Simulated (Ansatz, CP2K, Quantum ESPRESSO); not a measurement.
# One structure in several programs: SbAs (R3m, 2 atoms in the cell)

Zone-centre phonon calculation.

```
SbAs
1.0
    2.03272     1.17359     3.71659
   -2.03272     1.17359     3.71659
    0.00000    -2.34718     3.71659
Sb As
1 1
Direct
  0.22910   0.22910   0.22910
  0.77090   0.77090   0.77090
```

Shared settings, as Ansatz (a first-principles code) writes them: kpoints.mp_grid.grid = 7 7 7; scf.occupations.method = fermi_dirac; scf.occupations.width = 0.1 eV. Potentials and cutoffs stand in the table.

```tsv
code	model	highest zone-centre frequency (cm⁻¹)	cutoff
Ansatz	LDA (PW92), PAW files made with PBE	187	default
CP2K	LDA (Pade form), GPW, DZVP-MOLOPT-PBE-GTH basis, GTH-PBE potentials (POTENTIAL_UZH)	197	grid 400 Ry
Quantum ESPRESSO	LDA (PZ), PSlibrary PAW (LDA) pseudopotentials	189	30 Ry
```

On Ansatz's run: spin-orbit coupling is off.

The spread over the programs that give each value: highest zone-centre frequency within 10.0 cm⁻¹.

CP2K uses small atom-centred bases, whose incompleteness enters pressures, forces and empty levels differently from a plane-wave cutoff. The same LDA comes in different parametrisations, which differ slightly.

The starting cell comes from a database of computed structures (which also holds hypothetical and non-ambient phases and stackings), without a prior relaxation at this level.

Keys are those of Ansatz 0.2.
